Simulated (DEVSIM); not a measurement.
Structure: Cr/SiO2/n-Si capacitor, at 300 K.

```csv
layer (left to right),material,thickness (nm),Nd (cm⁻³)
1,SiO2,24.0,-
2,Si,1000,3.3e17
```

Metal gate on the left, work function 4.5 eV. Fixed charge at the semiconductor interface 1.8e11 cm⁻² (in units of +e); interface traps 1e12 cm⁻² eV⁻¹, uniform in energy, neutral level at 0.5 of the gap above the valence band.

Constants are typed, rounded textbook-type inputs, not results; the design itself was drawn at random and stands for no fabricated device. Values at 300 K.

| parameter | SiO2 | Si |
|---|---|---|
| gap (eV) | 9 | 1.124 |
| affinity (eV) | 0.9 | 4.05 |
| permittivity | 3.9 | 11.7 |
| Nc (cm⁻³) | - | 2.86e19 |
| Nv (cm⁻³) | - | 3.1e19 |

DEVSIM, 1D Poisson equation in equilibrium, Boltzmann statistics, complete ionisation; no quantum confinement or tunnelling. Metal contacts follow the ideal Schottky-Mott rule: no Fermi-level pinning, no interface dipoles.

### Question
Give the band bending (positive: bands bend down) and minority sheet density.

### Answer

```
Vg (V)  ψs (V)  minority carriers (cm⁻²)
------  ------  ------------------------
-5.6    -1.006                    1.7e12
-5      -0.994                    1.2e12
-4.4    -0.977                    6.6e11
-3.8    -0.944                    2.1e11
-3.2    -0.833                     3.2e9
-2.6    -0.661                     < 1e8
-2      -0.498                     < 1e8
-1.4    -0.346                     < 1e8
-0.8    -0.210                     < 1e8
-0.2    -0.099                     < 1e8
0.4     -0.021                     < 1e8
1        0.026                     < 1e8
1.6      0.055                     < 1e8
2.2      0.075                     < 1e8
2.8      0.090                     < 1e8
```
